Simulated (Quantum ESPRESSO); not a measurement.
# A short convergence ladder for HoPd3 (P4mm, 4 atoms in the cell)

```
HoPd3
1.0
    4.09950     0.00000     0.00000
    0.00000     4.09950     0.00000
    0.00000     0.00000     4.09950
Ho Pd
1 3
Cartesian
  0.00000   0.00000   0.05000
  2.04975   0.00000   2.04975
  0.00000   2.04975   2.04975
  2.04975   2.04975   0.00000
```
Moments meant for the start (each program seeds them in its own way; μB, in the order of the atoms Ho Pd Pd Pd): 4.0 0.0 0.0 0.0.

Base method: PBEsol, SSSP 1.1.2 efficiency (PBE) pseudopotentials (plane waves; Quantum ESPRESSO).

Base settings: ecutwfc = 60 Ry; ecutrho = 480 Ry; occupations = smearing; smearing = gauss; degauss = 0.0073499 Ry; nspin = 2; input_dft = pbesol; potentials = {Ho: Ho.GGA-PBE-paw-v1.0.UPF, Pd: Pd_ONCV_PBE-1.0.oncvpsp.upf}; K_POINTS = automatic 3 3 3 0 0 0; conv_thr = 1e-10 Ry.

The count of work is k-points × plane waves × bands × iterations; it is no time. 

**The plane-wave cutoff**

Moved along: ecutrho.

The mesh stays at the base's, so the ladder's end is converged at best in this setting alone.

Only quantities that move along the ladder and can be compared are tabulated.

| ecutwfc | free energy less the last step's (meV/atom) | pressure (GPa) | largest difference of a force vector from the last step's (eV/Å) | net moment (μB/atom) | count of work / last |
|---|---|---|---|---|---|
| 21 Ry | 20082.61 | -610.91 | 0.222 | 1.058 | 0.086 |
| 27 Ry | 4702.39 | -213.50 | 0.058 | 0.995 | 0.16 |
| 33 Ry | 743.18 | -61.17 | 0.003 | 1.073 | 0.23 |
| 36 Ry | 309.15 | -30.93 | 0.003 | 1.080 | 0.25 |
| 60 Ry | 0.00 | -5.43 | 0.000 | 1.080 | 1.0 |

Coarsest ecutwfc that holds the free energy within 5 meV/atom: not settled: the last two steps still differ by 310 meV/atom, over half the tolerance, so the ladder does not show it.

Coarsest ecutwfc that holds the pressure within 1 GPa: not settled: the last two steps still differ by 26 GPa, over half the tolerance, so the ladder does not show it.

Coarsest ecutwfc that holds the forces within 0.01 eV/Å of the last step, with all finer ones: 33 Ry, at 0.23 of the last step's count of work; the step before is off by 0.058 eV/Å.

At the lowest cutoff the pressure lies 605 GPa under the last step's, the usual sign of Pulay stress in an incomplete plane-wave basis.

On the base run: the starting cell comes from a database of computed structures (which also holds hypothetical and non-ambient phases and stackings), without a prior relaxation at this level. Its lattice was rescaled by up to half a per cent. One atom was moved a little off its site on purpose. With one magnetic atom in the cell only a parallel order is possible. With U or open f shells several self-consistent states can exist. The f electrons are in the valence without U or exact exchange, which can misplace them near the Fermi level. Spin-orbit terms, which matter for f shells, are left out. In the base run, with a pressure of about -5 GPa the cell is away from its equilibrium volume at this level. Without a gap this mesh is coarse (it stands for a supercell whose shortest vector is 12 Å).
